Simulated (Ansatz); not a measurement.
**Carrier properties of ZnIn2O4 (Fd-3m)**

Given:

```
CELL_PARAMETERS angstrom
      0.00000     4.46107     4.46107
      4.46107     0.00000     4.46107
      4.46107     4.46107     0.00000
ATOMIC_POSITIONS crystal
  Zn 0.25000 0.25000 0.25000
  Zn 0.00000 0.00000 0.00000
  In 0.62500 0.62500 0.12500
  In 0.62500 0.12500 0.62500
  In 0.62500 0.62500 0.62500
  In 0.12500 0.62500 0.62500
  O  0.38065 0.38065 0.38065
  O  0.39196 0.86935 0.86935
  O  0.38065 0.38065 0.85804
  O  0.86935 0.39196 0.86935
  O  0.85804 0.38065 0.38065
  O  0.86935 0.86935 0.86935
  O  0.38065 0.85804 0.38065
  O  0.86935 0.86935 0.39196
```

Level of theory: r2SCAN, rigid bands (plane waves, PAW, scalar-relativistic; Ansatz, an electronic-structure program). Condition of this run: functional r2SCAN on the same cell. Cell: cell and atoms relaxed with PBEsol.

| Quantity | Result |
|---|---|
| band gap | 1.92 eV |
| electron conductivity mass (300 K, dilute) | 0.22 mₑ |
| effective density of states N_c (300 K) | 2.7e18 cm⁻³ |
| density-of-states mass, electrons | 0.23 mₑ |
| Seebeck coefficient, n-type 1e19 cm⁻³, 300 K | -124 μV/K |
| best n-type power factor at 300 K for τ = 10 fs (best axis; densities from 1e16 to 1e21 cm⁻³ tried, whether or not they can be reached) | 1.89 μW/(cm·K²) at 1e19 cm⁻³ |

Rigid bands; masses and Seebeck coefficients take one relaxation time τ for all states and one kind of carrier; polarons and phonon drag are left out. Spin-orbit coupling is left out. Geometry: cell and atoms relaxed with PBEsol.

Computed structure with no diffraction record at hand here (it may be known, metastable or hypothetical): ZnIn2O4 (Fd-3m).
